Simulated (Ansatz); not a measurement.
Worked example: self-consistent single point of YbZn (P4mm, 2 atoms in the cell) in Ansatz (a quantum-chemistry and plane-wave program).

Method: PBEsol, harder PAW files (source: ansatz) made with PBE (plane waves; Ansatz).

```
CELL_PARAMETERS angstrom
      3.59371     0.00000     0.00000
      0.00000     3.59371     0.00000
      0.00000     0.00000     3.59371
ATOMIC_POSITIONS crystal
  Yb 0.00000 0.00000 0.01391
  Zn 0.50000 0.50000 0.50000
```

Reference input (self-consistent single point, DFT, PBEsol, plane waves, default PAW files made with PBE): basis.ecutwfc = 420 eV; kpoints.mp_grid.grid = 9 9 9; hamiltonian.xc = pbesol; hamiltonian.pseudopotentials = {kind: paw} (the program's default PAW files); scf.occupations.method = fermi_dirac; scf.occupations.width = 0.1 eV. This run's input differs from it in these lines:

Ansatz 0.2 input:
```diff
@@ -10,3 +10,3 @@
 basis:
-  ecutwfc: 420.0 eV
+  ecutwfc: 1230.0 eV
 kpoints:
@@ -18,2 +18,3 @@
     kind: paw
+    source: ansatz
 scf:
```

The program printed (abridged):

```
SCF iter   1: F=—  HF=-21135.694847 eV  |F-HF|=—  |Δ(HF+E_count)|=         —  Δρ=5.64e-2  dr2=1.23e0  ethr=3.10e-3  ⟨swp⟩=5.4  Hψ=8510  notcnv=0
all-band conjugate gradients solve this SCF's bands
preconditioner: auto → Kerker (q_TF=auto, 2.704 Å⁻¹)
SCF iter   2: F=—  HF=-21135.489165 eV  |F-HF|=—  |Δ(HF+E_count)|=   2.06e-1  Δρ=1.57e-2  dr2=1.35e-1  ethr=2.79e-3  ⟨swp⟩=2.5  Hψ=4080  notcnv=0
   [... lines left out ...]
SCF iter   6: F=—  HF=-21135.442799 eV  |F-HF|=—  |Δ(HF+E_count)|=   2.33e-5  Δρ=1.33e-4  dr2=6.16e-6  ethr=4.97e-7  ⟨swp⟩=2.3  Hψ=3560  notcnv=0
SCF iter   7: F=—  HF=-21135.442757 eV  |F-HF|=—  |Δ(HF+E_count)|=   4.24e-5  Δρ=1.08e-4  dr2=2.92e-6  ethr=1.40e-8  ⟨swp⟩=2.0  Hψ=3560  notcnv=0
SCF iter   8: F=—  HF=-21135.442756 eV  |F-HF|=—  |Δ(HF+E_count)|=   6.41e-7  Δρ=2.31e-5  dr2=1.39e-7  ethr=6.65e-9  ⟨swp⟩=2.0  Hψ=2559  notcnv=0
SCF iter   9: F=-21135.442756 eV  HF=-21135.442756 eV  |F-HF|=4.50e-9  |Δ(HF+E_count)|=   4.47e-8  Δρ=4.19e-6  dr2=6.19e-9  ethr=2.27e-10  ⟨swp⟩=5.4  Hψ=7909  notcnv=0
SCF 1 converged in 9 iterations: F = -21135.442756 eV  dr2 = 6.19e-9
Free energy (F): -21135.442756 eV
Internal energy: -21135.337199 eV  (E = F + TS)
E sigma→0 (E₀):  -21135.389977 eV
Entropy (-TS):   -0.105557 eV (-52.779 meV/atom)
Fermi energy:    12.333617 eV
--- Forces (eV/Å), atoms counted from 1 ---
  atom   1  Yb     0.00000000     0.00000000    -0.12712967
  atom   2  Zn    -0.00000000     0.00000000     0.12713956
--- Stress (GPa, compression-positive) ---
       -3.013487       0.000000      -0.000000
        0.000000      -3.013487       0.000000
       -0.000000       0.000000      -3.036056
  P = ⅓ Tr σ = -3.0210 GPa (-30.210 kbar)
  The stress holds the Pulay correction. Without it, at fixed plane waves, as pw.x and ABINIT print it: P = -3.0231 GPa
```

The run converged in 9 iterations. Against the reference run the pressure hardly changes (-3.04 to -3.02 GPa) and the largest force stays at 0.127 eV/Å.

The starting cell comes from a database of computed structures (which also holds hypothetical and non-ambient phases and stackings), without a prior relaxation at this level. Its lattice was rescaled by up to half a per cent. One atom was moved a little off its site on purpose. Spin polarisation is off. Ansatz's pressure includes its estimate of the finite-basis (Pulay) stress.
